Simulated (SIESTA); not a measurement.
**Worked example: self-consistent single point of NaAu2 (R3m, 6 atoms in the cell) in SIESTA**

Computed with GGA PBEsol, numerical atomic orbitals DZP, PseudoDojo PBEsol standard norm-conserving potentials (rewritten from UPF to PSML) run with SIESTA.

This input was run:

```
# files in the folder: Na.psml Au.psml (PseudoDojo PBEsol standard)
SystemName  NaAu2
SystemLabel siesta

NumberOfAtoms                6
NumberOfSpecies              2
%block ChemicalSpeciesLabel
  1 11 Na
  2 79 Au
%endblock ChemicalSpeciesLabel
LatticeConstant              5.561929 Ang
%block LatticeVectors
     0.000000000    0.707106833    0.707106833
     0.707106833    0.000000000    0.707106833
     0.707106833    0.707106833    0.000000000
%endblock LatticeVectors
AtomicCoordinatesFormat      Fractional
%block AtomicCoordinatesAndAtomicSpecies
     0.753670000    0.753670000    0.753670000  1
     0.500000000    0.500000000    0.500000000  1
     0.125000000    0.625000000    0.125000000  2
     0.125000000    0.125000000    0.125000000  2
     0.625000000    0.125000000    0.125000000  2
     0.125000000    0.125000000    0.625000000  2
%endblock AtomicCoordinatesAndAtomicSpecies

XC.functional                GGA
XC.authors                   PBEsol
PAO.BasisSize                DZP
PAO.EnergyShift              0.01 Ry
MeshCutoff                   400 Ry
%block kgrid.MonkhorstPack
    4   0   0  0.0
    0   4   0  0.0
    0   0   4  0.0
%endblock kgrid.MonkhorstPack
OccupationFunction           FD
ElectronicTemperature        100.0 meV

MaxSCFIterations             150
SCF.Mixer.Method             Pulay
SCF.Mixer.Weight             0.25
SCF.Mixer.History            6
SCF.DM.Tolerance             1.0E-05
Diag.ParallelOverK           true
WriteForces                  true
```

The program printed (abridged):

```
reinit: Reading from file input.fdf

reinit: System Name: NaAu2
reinit: System Label: siesta

coor:   Atomic-coordinates input format  =     Fractional

siesta: Atomic coordinates (Bohr) and species
siesta:     11.20264  11.20264  11.20264  1        1
siesta:      7.43206   7.43206   7.43206  1        2
siesta:      5.57405   1.85802   5.57405  2        3
siesta:      1.85802   1.85802   1.85802  2        4
siesta:      1.85802   5.57405   5.57405  2        5
siesta:      5.57405   5.57405   1.85802  2        6

siesta: System type = bulk

initatomlists: Number of atoms, orbitals, and projectors:      6    94   116

siesta: ******************** Simulation parameters ****************************
redata: Spin configuration                          = none
redata: Time-Reversal Symmetry                      = T
redata: Number of Atomic Species                    =        2
redata: Mesh Cutoff                                 =   400.0000 Ry
redata: Net charge of the system                    =     0.0000 |e|
redata: Min. number of SCF Iter                     =        0
redata: Max. number of SCF Iter                     =      150
redata: SCF convergence failure will abort job
redata: SCF mix quantity                            = Hamiltonian
redata: Mix DM or H after convergence               =   F
redata: Recompute H after scf cycle                 =   F
redata: Mix DM in first SCF step                    =   T
redata: No kicks to SCF
redata: DM Mixing Weight for Kicks                  =     0.5000
redata: Require Harris convergence for SCF          =   F
redata: Harris energy tolerance for SCF             =     0.000100 eV
redata: Require DM convergence for SCF              =   T
redata: DM tolerance for SCF                        =     0.000010
redata: Require EDM convergence for SCF             =   F
redata: EDM tolerance for SCF                       =     0.001000 eV
redata: Require H convergence for SCF               =   T
redata: Hamiltonian tolerance for SCF               =     0.001000 eV
redata: Require (free) Energy convergence for SCF   =   F
redata: (free) Energy tolerance for SCF             =     0.000100 eV
redata: Using DFT-D3 dispersion                     =   F
redata: Using Saved Data (generic)                  =   F
redata: Method of Calculation                       = Diagonalization
redata: Electronic Temperature                      =  1160.4518 K
redata: Number of TDED substeps                     =        3
redata: Dynamics option                             = Single-point calculation
redata: Save all siesta data in one NC              =   F
redata: ***********************************************************************

%block SCF.Mixers
  Pulay
%endblock SCF.Mixers

%block SCF.Mixer.Pulay
  # Mixing method
  method pulay
  variant stable

  # Mixing options
  weight 0.2500
  weight.linear 0.2500
  history 6
%endblock SCF.Mixer.Pulay

DM_history_depth set to one: no extrapolation allowed by default for geometry relaxation
Size of DM history Fstack: 1
Total number of electrons:    94.000000
Total ionic charge:    94.000000

* ProcessorY, Blocksize:    1  64

* Orbital distribution balance (max,min):    94    94

k-point displ. along   1 input, could be:     0.00    0.50
k-point displ. along   2 input, could be:     0.00    0.50
k-point displ. along   3 input, could be:     0.00    0.50
 Kpoints in:           48 . Kpoints trimmed:           44

siesta: k-grid: Number of k-points = 44
siesta: k-points from Monkhorst-Pack grid
siesta: k-cutoff (effective) =    11.124 Ang
siesta: k-point supercell and displacements
siesta: k-grid:     4     0     0      0.000
siesta: k-grid:     0     4     0      0.000
siesta: k-grid:     0     0     4      0.000

diag: Algorithm                                     = D&C
diag: Parallel over k                               =   F
diag: Use parallel 2D distribution                  =   F
diag: Parallel block-size                           = 64
diag: Parallel distribution                         =     1 x     1
diag: Used triangular part                          = Lower
diag: Absolute tolerance                            =  0.100E-15
diag: Orthogonalization factor                      =  0.100E-05
diag: Memory factor                                 =  1.0000

superc: Internal auxiliary supercell:     5 x     5 x     5  =     125
superc: Number of atoms, orbitals, and projectors:    750  11750  14500

                        Single-point calculation

superc: Internal auxiliary supercell:     5 x     5 x     5  =     125
superc: Number of atoms, orbitals, and projectors:    750  11750  14500

outcell: Unit cell vectors (Ang):
        0.000000    3.932878    3.932878
        3.932878    0.000000    3.932878
        3.932878    3.932878    0.000000

outcell: Cell vector modules (Ang)   :    5.561929    5.561929    5.561929
outcell: Cell angles (23,13,12) (deg):     60.0000     60.0000     60.0000
outcell: Cell volume (Ang**3)        :    121.6638
new_DM -- step:     1
Initializing Density Matrix...

Attempting to read DM from file... Failed...
DM filled with atomic data:

InitMesh: MESH = 60 x 60 x 60 = 216000
InitMesh: Mesh cutoff (required, used) =   400.000   482.442 Ry

stepf: Fermi-Dirac step function

        iscf     Eharris(eV)        E_KS(eV)     FreeEng(eV)     dDmax    Ef(eV) dHmax(eV)
   scf:    1   -18397.004699   -18484.919334   -18485.015013  1.355481 -0.552940 20.863254
   scf:    2   -18542.497403   -18523.679257   -18523.754184  0.853783 -1.921094  3.489965
   scf:    3   -18525.128890   -18524.611252   -18524.699977  0.098253 -2.179592  1.679370
   scf:    4   -18524.626929   -18524.654969   -18524.750442  0.075302 -2.282748  0.507608
   scf:    5   -18524.670513   -18524.676680   -18524.773577  0.021990 -2.224585  0.174345
   scf:    6   -18524.681591   -18524.680040   -18524.776079  0.005835 -2.254925  0.015674
   scf:    7   -18524.679918   -18524.679985   -18524.776038  0.000761 -2.258552  0.024203
   scf:    8   -18524.679824   -18524.679938   -18524.776089  0.001375 -2.256233  0.008525
   scf:    9   -18524.679990   -18524.679966   -18524.776096  0.000294 -2.256946  0.000058
   scf:   10   -18524.679966   -18524.679966   -18524.776096  0.000003 -2.256940  0.000015

SCF Convergence by DM+H criterion
max |DM_out - DM_in|         :     0.0000027020
max |H_out - H_in|      (eV) :     0.0000146134
SCF cycle converged after 10 iterations

Using DM_out to compute the final energy and forces

siesta: E_KS(eV) =           -18524.6800

siesta: E_KS - E_eggbox =    -18524.6800

siesta: Atomic forces (eV/Ang):
     1   -0.054686   -0.054686   -0.054686
     2    0.012042    0.012042    0.012042
     3    0.010314    0.023253    0.010314
     4   -0.003196   -0.003196   -0.003196
     5    0.023253    0.010314    0.010314
     6    0.010314    0.010314    0.023253
   Tot   -0.001959   -0.001959   -0.001959
   Max    0.054686
   Res    0.025493    sqrt( Sum f_i^2 / 3N )
   Max    0.054686    constrained

Stress tensor Voigt[x,y,z,yz,xz,xy] (kbar):       32.45       32.45       32.45       -0.11       -0.11       -0.11
(Free)E + p*V (eV/cell)   -18527.2404
Target enthalpy (eV/cell)   -18524.7761

siesta: Program's energy decomposition (eV):
siesta: Ebs     =     -3169.597335
siesta: Eions   =     23296.991431
siesta: Ena     =      2102.899176
siesta: Ekin    =      6120.812976
siesta: Enl     =      -543.289123
siesta: Eso     =         0.000000
siesta: Edftu   =         0.000000
siesta: DEna    =       183.215985
siesta: DUscf   =         7.228894
siesta: DUext   =         0.000000
siesta: Ex      =     -2902.288898
siesta: Ec      =      -196.267545
siesta: Exc     =     -3098.556444
siesta: Eharris =    -18524.679966
siesta: Etot    =    -18524.679966
siesta: FreeEng =    -18524.776096

siesta: Atomic forces (eV/Ang):
siesta:      1   -0.054686   -0.054686   -0.054686
siesta:      2    0.012042    0.012042    0.012042
siesta:      3    0.010314    0.023253    0.010314
siesta:      4   -0.003196   -0.003196   -0.003196
siesta:      5    0.023253    0.010314    0.010314
siesta:      6    0.010314    0.010314    0.023253
siesta: ----------------------------------------
siesta:    Tot   -0.001959   -0.001959   -0.001959

siesta: Stress tensor (static) (eV/Ang**3):
siesta:     0.020255   -0.000071   -0.000071
siesta:    -0.000071    0.020255   -0.000071
siesta:    -0.000071   -0.000071    0.020255

siesta: Cell volume =        121.663812 Ang**3

siesta: Pressure (static):
siesta:                Solid            Molecule  Units
siesta:          -0.00022061         -0.00020356  Ry/Bohr**3
siesta:          -0.02025529         -0.01868969  eV/Ang**3
siesta:         -32.45254485        -29.94418176  kBar
```

The run converged in 10 iterations.

The starting cell comes from a database of computed structures (which also holds hypothetical and non-ambient phases and stackings), without a prior relaxation at this level. Its lattice was rescaled by up to half a per cent. One atom was moved a little off its site on purpose. Values carry the incompleteness of an atom-centred basis. With a pressure of about -3 GPa the cell is away from its equilibrium volume at this level.
